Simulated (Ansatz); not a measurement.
# A computed series for LiNbO3: response to strain

The parent structure is LiNbO3 (space group R3c, No. 161; a = 5.1347 Å, c = 13.8241 Å (hexagonal axes)).

Strains are applied to the cell and any free atomic positions relax.

Computed with PBEsol/PAW in Ansatz (a program for electronic structure), scalar-relativistic without spin-orbit coupling.

Notes on the quantities. band gap: an upper bound: an edge found on the path is not a true extremum; the base alone; energy relative to the base: free energy F; pressure: mean of the normal stresses, compression positive.

| variant | band gap | energy relative to the base | pressure | volume per atom | largest internal atomic displacement |
|---|---|---|---|---|---|
| base | 3.51 eV | 0 meV/atom | 0.00 GPa | 10.52 Å³ | – |
| isotropic strain +0.75 % | 3.47 eV | +1.8 meV/atom | -2.41 GPa | 10.76 Å³ | 0.023 Å |
| isotropic strain +1.50 % | 3.44 eV | (withheld) | (withheld) | 11.00 Å³ | (withheld) |
| isotropic strain +3.00 % | 3.41 eV | +26 meV/atom | -7.51 GPa | 11.50 Å³ | 0.106 Å |

Q: Complete the table.

A: 
- isotropic strain +1.50 %, energy relative to the base: +7.1 meV/atom
- isotropic strain +1.50 %, pressure: -4.47 GPa
- isotropic strain +1.50 %, largest internal atomic displacement: 0.048 Å

Whether these cells are dynamically stable was not tested.
